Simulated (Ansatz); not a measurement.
**Na2Te: band gap against pressure**

Na2Te (antifluorite, Fm-3m, 31.705 Å³/atom and stress up to 0.01 GPa in the relaxed cell, cube axes along x, y and z) under hydrostatic pressure, with the cell free. PBEsol in Ansatz, a plane-wave DFT program (PAW, default set), 420 eV, 8×8×8 Γ-centred mesh, Fermi-Dirac smearing 0.05 eV; ions are relaxed, or left where forces stay under 0.02 eV/Å, within the symmetry of each cell. Gaps are the smallest over the k-mesh and a band path, without spin-orbit coupling; in all rows the valence edge lies at Γ and the conduction edge at Γ.

Here P stands for pressure and Eg for gap.

| pressure (GPa) | gap (eV) |
|---|---|
| -1.0 | 1.881 |
| 0.0 | 2.020 |
| 0.3 | 2.056 |
| 0.7 | 2.104 |
| 1.5 | ? |

Taking a straight line for Eg over the 4 complete rows: Means: P 0, Eg 2.0152. About the means, the sum of products is 0.20860 and the sum of squares of P is 1.5800; the slope is their ratio. Least squares gives Eg = 2.0152 + 0.13203·P. Residuals (row less fit): -0.0022, 0.0048, 0.0012, -0.0036; standard error 0.0046 (degrees of freedom: 2). Over these rows the gap moves by 132 ± 4 meV per GPa.

Q: Predict the withheld Eg at P = 1.5 from the fit, and compare with the calculation.

A: Eg = 2.0152 + 0.13203 × 1.5 = 2.2132 eV. The calculation gives 2.192 eV, 0.0212 eV below the prediction (6.8 % of the range of Eg in the table). The row lies outside the fitted rows, so this is an extrapolation. From the scatter of the fitted rows alone, a prediction at this place has a standard error of 0.0075 eV, so the miss is 2.8 times that.

A polynomial of degree 2 through the 5 other runs of the series gives 2.180 there. The start is a measured cell from the literature; how it stands against other phases or cation orders wasn't checked. Other structures, which can take over under pressure, weren't tried. Spin-orbit coupling is left out, which can shift this property for Na2Te. Rows are the converged runs of the series near zero and its far end, less any whose ions stayed unrelaxed beside relaxed ones; series whose fitted rows scatter by over a few per cent of the range, as at a crossing or softening among them, aren't shown in this form. Most that stay on the fit to the last digits aren't either.
